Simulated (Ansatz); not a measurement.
Base system: CoSn (space group P6/mmm, No. 191; a = 5.242 Å, c = 4.188 Å; non-magnetic). Axes: x lies along a and z along c of the hexagonal cell.

Method: r2SCAN (Ansatz, an electronic-structure program, PAW, no SOC).

For the base:

- Pressure = 0.0 GPa
- Shortest interatomic distance = 2.583 Å

The change: compressive biaxial strain of 0.84 % in the plane normal to [001], as in epitaxy on a mismatched substrate; the out-of-plane cell vector and the atoms relax.

Problem. Predict the new pressure and shortest interatomic distance.

Solution. The pressure (mean of the normal stresses, compression positive) goes from zero to 1.9 GPa; the shortest interatomic distance remains 2.583 Å.

Without a gap, meshes like the base's 10×10×11 leave anisotropic stresses uncertain by several tenths of a GPa, and small strain energies with them. No phonon test of stability was made. Seeded moments were not kept for the base. All final runs are without spin polarisation.
